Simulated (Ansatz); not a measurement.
## A computed series for GaS: pressure series

The reference is GaS in the beta-GaS type structure (space group P6_3/mmc, No. 194; a = 3.5908 Å, c = 15.4499 Å; layered, stacked along the Cartesian z axis).

Cell and atoms are relaxed at each pressure.

The values are results of PBE-D3(BJ) (Ansatz, an electronic-structure program, PAW, spin-orbit coupling left out), earlier PAW set, not measurements.

Computed cases, in order: pressure −1 GPa; 0 GPa (base); pressure 3 GPa; pressure 7 GPa; pressure 15 GPa; pressure 30 GPa; pressure 50 GPa; pressure 75 GPa; pressure 100 GPa.

Between which two neighbouring cases does the band gap open or close?

Between pressure 15 GPa (0.48 eV) and pressure 30 GPa (zero). The whole series: pressure −1 GPa: 1.72 eV; 0 GPa (base): 1.56 eV; pressure 3 GPa: 1.28 eV; pressure 7 GPa: 0.97 eV; pressure 15 GPa: 0.48 eV; pressure 30 GPa: zero; pressure 50 GPa: zero; pressure 75 GPa: zero; pressure 100 GPa: zero.

The mesh was chosen for an insulator and is coarse for the gapless case. From pressure 100 GPa on, the axis ratios lie over 15 % from the base's, so the cell there is far from its starting form. Load acts through the strain it causes; cell and atoms are relaxed under it. Stability against distortions was not tested. Competing high-pressure phases were not computed. All final runs are without spin polarisation. The zero or small gap of GaS under pressure 30 GPa can change with the level of theory.
